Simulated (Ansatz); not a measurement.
**SiO2: response to strain**

Start from SiO₂ in the rutile structure (space group P4_2/mnm, No. 136; a = 4.236 Å, c = 2.690 Å). Axes: x, y, z lie along a, b, c of the conventional cell.

Strains are applied to the cell and any free atomic positions relax; under biaxial strain the out-of-plane vector relaxes too.

Level of theory: PBE (Ansatz, a quantum-chemistry and plane-wave program), no spin-orbit coupling.

| biaxial strain, plane normal [001], relaxed out of plane (%) | band gap (eV) |
|---|---|
| 0 | 5.04 |
| 0.6 | 4.95 |
| 1.8 | ? |
| 2.4 | 4.73 |
| 3 | 4.66 |

Q: Fit E_g = E₀ + Dε (ε in %) to the rows shown and predict the withheld row.

A: Least squares on the printed values gives E₀ = 5.03 eV, D = -125 meV per % of strain (largest residual 0.01 eV); this predicts 4.81 eV, and the run gives 4.80 eV, in agreement.

Whether these cells are dynamically stable was not tested.
